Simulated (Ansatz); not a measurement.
## What S → Mo does to BeS

Base system: BeS in the zinc blende structure (space group F-43m, No. 216; a = 4.838 Å).

It is then changed as follows: every S is replaced by Mo, then cell and atoms are relaxed.

Level of theory: plane-wave PAW DFT at the PBEsol level (Ansatz, a program for electronic structure, 420 eV), spin-orbit coupling left out, earlier PAW set. k-mesh 16×16×16 (Γ-centred); smearing 0.05 eV (Fermi–Dirac), for the changed cell.

Volume per atom: 15.36 Å³ (base 14.15 Å³)
Density: 5.67 g/cm³ (base 2.41 g/cm³)
Lattice parameter a: 4.971 Å (base 4.838 Å)
Space group: F-43m (No. 216) (base F-43m (No. 216))
Shortest interatomic distance: 2.153 Å (base 2.095 Å)
Band gap: zero (base 2.91 eV)

Cost of the whole job for the changed cell (relaxation, final SCF and bands): roughly 26 core-seconds.

No phonon test of stability was made. As relaxed here, BeMo is a hypothetical phase, not in the database extracts checked. The final runs are not spin-polarised. BeMo has a high density of states at the Fermi level and may be magnetic at this level.
